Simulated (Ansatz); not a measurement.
Substrate model: Si(111) 1x1 surface, 6 top atoms, 3 bilayers, bottom bilayer H-capped and fixed, every top atom capped by H; cell 11.5 x 6.6 Å; two neighbouring H replaced by OH; about 7 Å thick over the host's atoms, 18 atoms held. All values below come from PBE-D3(BJ) (plane waves to 420 eV, PAW; Ansatz, a quantum-chemistry and plane-wave program). k mesh 1 x 2 x 1. The slab states were run without spin polarisation. No Hubbard U. A thicker slab, a larger cell or a denser mesh can move such energies by a tenth of an eV or more. No zero-point or entropy terms are included. Each state was relaxed from one prepared geometry.

One NbCl5 a cell is brought to Si(111):H with two OH. Relaxed result near the molecule:

```
atom    x (Å)   y (Å)   z (Å)
------  -----  ------  ------
H(29)   3.791  -0.108  10.977
H(44)   7.726   6.624  11.009
H(45)   9.692   3.370  11.032
O(46)   5.205   3.541  11.204
H(47)   4.209   3.573  11.258
Nb(a0)  5.833   3.332  13.427
Cl(a1)  4.510   1.395  13.292
Cl(a2)  6.997   5.334  13.160
Cl(a3)  6.430   3.007  15.593
Cl(a4)  7.623   2.200  12.434
Cl(a5)  3.878   4.578  13.755
```

### Question
What is the adsorption energy against the free NbCl5 and the slab before, and how much of it is dispersion?

### Answer
-0.97 eV (negative: bound); the D3 term gives -0.83 eV of it. Bonds to the surface: O(46)-Nb(a0) 2.32 Å.

Here NbCl5 is the monomer.
